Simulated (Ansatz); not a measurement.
Take AlN (space group P6_3/mmc, No. 194; a cell from a computed database, its experimental status unchecked) as the base.

```cif
data_Al2N2
_chemical_formula_sum 'Al2 N2'
_space_group_name_H-M_alt 'P 1'
_space_group_IT_number 1
_cell_length_a 3.30159
_cell_length_b 3.30159
_cell_length_c 4.14100
_cell_angle_alpha 90.000
_cell_angle_beta 90.000
_cell_angle_gamma 120.000
loop_
_space_group_symop_operation_xyz
  'x, y, z'
loop_
_atom_site_label
_atom_site_type_symbol
_atom_site_fract_x
_atom_site_fract_y
_atom_site_fract_z
_atom_site_occupancy
Al1 Al 0.33333 0.66667 0.75000 1
Al2 Al 0.66667 0.33333 0.25000 1
N1 N 0.33333 0.66667 0.25000 1
N2 N 0.66667 0.33333 0.75000 1
```

Levels (all Ansatz, a program for electronic structure, PAW): PBEsol (420 eV, no spin-orbit coupling); HSE06 (420 eV, without spin-orbit coupling).

Its gap is 3.32 eV with PBEsol and 4.69 eV with HSE06.

Perturbation: hydrostatic tension (pressure −2 GPa).

With PBEsol the gap becomes 3.25 eV.

### Question
If the HSE06 correction stayed the same, what would the HSE06 gap be, and what does the HSE06 run give?

### Answer
A rigid correction of +1.37 eV gives 4.62 eV. The HSE06 run gives 4.61 eV, so the two effects roughly add.

Single points use the geometry relaxed with PBEsol. Load acts through the strain it causes; cell and atoms are relaxed under it. Stability against distortions was not tested. This is not the structure that AlN has at room temperature and ambient pressure.
